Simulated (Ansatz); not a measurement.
# Fluorite HfO2 (high-temperature phase)

Level of theory: revPBE (Ansatz, an electronic-structure program, PAW).

Run with plane-wave cutoff 520 eV, 8×8×8 k mesh, perturbation theory, scalar-relativistic PAW data made under PBE.

Cell (relaxed at this level):

```cif
data_Hf4O8
_chemical_formula_sum 'Hf4 O8'
_space_group_name_H-M_alt 'Fm-3m'
_space_group_IT_number 225
_space_group_name_Hall '-F 4 2 3'
_cell_length_a 5.12311
_cell_length_b 5.12311
_cell_length_c 5.12311
_cell_angle_alpha 90.000
_cell_angle_beta 90.000
_cell_angle_gamma 90.000
loop_
_atom_site_label
_atom_site_type_symbol
_atom_site_symmetry_multiplicity
_atom_site_Wyckoff_symbol
_atom_site_fract_x
_atom_site_fract_y
_atom_site_fract_z
_atom_site_occupancy
Hf1 Hf 4 a 0.00000 0.00000 0.00000 1
O1 O 8 c 0.25000 0.25000 0.25000 1
```
(The calculation used a cell of 3 atoms; values per cell refer to that cell.)

```yaml
electronic dielectric constant ε∞: 5.28
```

Note: symmetry holds this phase in the static calculation, where it need not be a minimum; the run finds an imaginary mode (234i cm⁻¹), so the cell is a saddle point at this level.

Spin–orbit coupling is not included.
